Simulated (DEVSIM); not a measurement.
Structure: abrupt Si p-n junction, at 400 K.

Layer 1 from the left is Si, thickness (μm) 3.00, Na (cm⁻³) 6.4e18, τn (s) 4.8e-7, τp (s) 4.8e-7. Layer 2 from the left is Si, thickness (μm) 17.0, Nd (cm⁻³) 6.3e16, τn (s) 4.8e-7, τp (s) 4.8e-7.

Left contact: ohmic. Right contact: ohmic. Voltage is applied to the left contact. Recombination: SRH at mid-gap, radiative, Auger. Mobility is μmin + (μ − μmin)/(1 + (N/Nref)^α).

The device is made up for the run: typed textbook-type constants, with dimensions and the other settings drawn at random. Values at 300 K; Nc and Nv go as T^1.5, mobilities as T to minus their exponent, the gap by Varshni's rule with the affinity fixed.

Si: gap (eV) 1.124, affinity (eV) 4.05, permittivity 11.7, Nc (cm⁻³) 2.86e19, Nv (cm⁻³) 3.1e19, μn (cm²/Vs) 1417, μp (cm²/Vs) 470, μn,min 52, μp,min 45, Nref,n 9.7e16, Nref,p 2.2e17, αn 0.68, αp 0.72, T exponent of μn 2.3, T exponent of μp 2.2, B (cm³/s) 4.7e-15, Cn (cm⁶/s) 2.8e-31, Cp (cm⁶/s) 9.9e-32, Varshni α (eV/K) 0.000473, Varshni β (K) 636.

Model (solved in DEVSIM): 1D drift-diffusion, Boltzmann statistics, complete ionisation; no tunnelling, impact ionisation, image-force lowering or self-heating.

Dark forward current:

```csv
|V| (V),|J| (A/cm²)
0.05,3.168e-6
0.10,1.265e-5
0.15,4.542e-5
0.20,0.0001690
0.25,0.0006607
0.30,0.002679
0.35,0.01111
0.40,0.04662
0.45,0.1967
0.50,0.8263
0.55,3.381
0.60,12.75
0.65,41.59
0.70,116.3
0.75,287.3
0.80,643.2
0.85,1314
0.90,2434
```

Work out the local ideality factor n = ΔV / (kT/q · ln(J2/J1)) between the rows 0.15 and 0.20 V, 0.40 and 0.45 V, 0.85 and 0.90 V.

kT/q = 34.47 mV. From 0.15 to 0.20 V: ln(0.0001690/4.542e-5) = 1.314, n = 1.10. From 0.40 to 0.45 V: ln(0.1967/0.04662) = 1.440, n = 1.01, near the 1 of diffusion or emission over a barrier. From 0.85 to 0.90 V: ln(2434/1314) = 0.616, n = 2.35.

Estimate the current at 0.40 V from the Shockley equation with J0 = Σ q ni² D/(N L) coth(W/L), τ joining the SRH, radiative and Auger lifetimes that are on, and W taken as the whole layer.

ni² = 3.22e25 cm⁻⁶; electrons in the p layer: μ = 65.4 cm²/Vs, D = 2.25 cm²/s, τ = 1.62e-7 s, L = 6.04 μm, W/L = 0.50, term 6.55e-9 A/cm²; holes in the n layer: μ = 184 cm²/Vs, D = 6.36 cm²/s, τ = 4.80e-7 s, L = 17.5 μm, W/L = 0.97, term 3.98e-7 A/cm². J0 = 4.04e-7 A/cm², and J = J0 exp(qV/kT) = 0.0443 A/cm². The simulation gives 0.0466 A/cm²; the estimate lies 5.0 % below. The estimate leaves out recombination in the depletion region and that region's share of W.
